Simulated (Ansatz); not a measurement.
# RbBr: pressure 1.5 GPa

Take RbBr in the rock salt structure (space group Fm-3m, No. 225; a = 7.0177 Å) as the base.

One thing is altered: a hydrostatic pressure of 1.5 GPa.

Calculations: PBE (Ansatz, a program for electronic structure), spin-orbit coupling left out. Settings: 8×8×8 k-points, 0.05 eV Fermi–Dirac smearing.

```csv
quantity,base,changed,shift
density,3.18 g/cm³,3.51 g/cm³,+0.33 g/cm³
lattice parameter a,7.018 Å,6.790 Å,-0.228 Å
shortest interatomic distance,3.509 Å,3.395 Å,-0.114 Å
enthalpy H = E + PV relative to the base's energy,–,+0.38 eV/atom,–
band gap,4.19 eV,4.44 eV,+0.25 eV
gap character,direct at Γ,direct at Γ,–
mean gap deformation potential ΔEg/Δln V,–,-2.5 eV,–
electron mass,0.39 mₑ (at Γ),0.37 mₑ (at Γ),–
"valley order (the lowest conduction-band minima on the path, energy above the VBM, named in the base's zone)",Γ 4.19 eV; X along ⟨100⟩ 5.67 eV,Γ 4.44 eV; X along ⟨100⟩ 5.58 eV,–
```

Load acts through the strain it causes; cell and atoms are relaxed under it. Effective masses come from finite differences of ±0.01 Å⁻¹. No phonon test of stability was made.
